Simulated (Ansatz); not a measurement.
**Li2O2 under a change: pressure 3 GPa**

Consider Li₂O₂ (space group P6_3/mmc, No. 194; a = 3.123 Å, c = 7.565 Å; with O–O pairs, as in a peroxide).

Now apply this change: cell and atoms relaxed at a pressure of 3 GPa.

Method: PBEsol/PAW in Ansatz (a quantum-chemistry and plane-wave program), scalar-relativistic without spin-orbit coupling. k-mesh 12×12×5 (Γ-centred); smearing 0.05 eV (Fermi–Dirac).

```json
[
 {"quantity": "density", "base": "2.38 g/cm³", "changed": "2.47 g/cm³", "shift": "+0.09 g/cm³"},
 {"quantity": "lattice parameter a", "base": "3.123 Å", "changed": "3.088 Å", "shift": "-0.035 Å"},
 {"quantity": "c/a ratio", "base": "2.422", "changed": "2.417", "shift": "-0.005"},
 {"quantity": "enthalpy H = E + PV relative to the base's energy", "base": "–", "changed": "+0.15 eV/atom", "shift": "–"},
 {"quantity": "band gap", "base": "2.20 eV", "changed": "2.25 eV", "shift": "+0.05 eV"},
 {"quantity": "gap character", "base": "indirect, Γ–M (20 % along) → Γ", "changed": "indirect, Γ–M (20 % along) → Γ", "shift": "–"},
 {"quantity": "smallest direct gap", "base": "2.21 eV", "changed": "2.26 eV", "shift": "+0.05 eV"},
 {"quantity": "mean gap deformation potential ΔEg/Δln V", "base": "–", "changed": "-1.4 eV", "shift": "–"},
 {"quantity": "width of the top valence band", "base": "1.33 eV", "changed": "1.39 eV", "shift": "+0.06 eV"},
 {"quantity": "electron mass", "base": "0.42 mₑ along c, 2.1 mₑ across (at Γ)", "changed": "0.42 mₑ along c, 2.4 mₑ across (at Γ)", "shift": "–"}
]
```

Cost of the whole job for the changed cell (relaxation, final SCF and bands): around 30 core-seconds (rough).

Load acts through the strain it causes; cell and atoms are relaxed under it. Masses are band curvatures over ±0.01 Å⁻¹ around the edge. Stability against distortions was not tested.
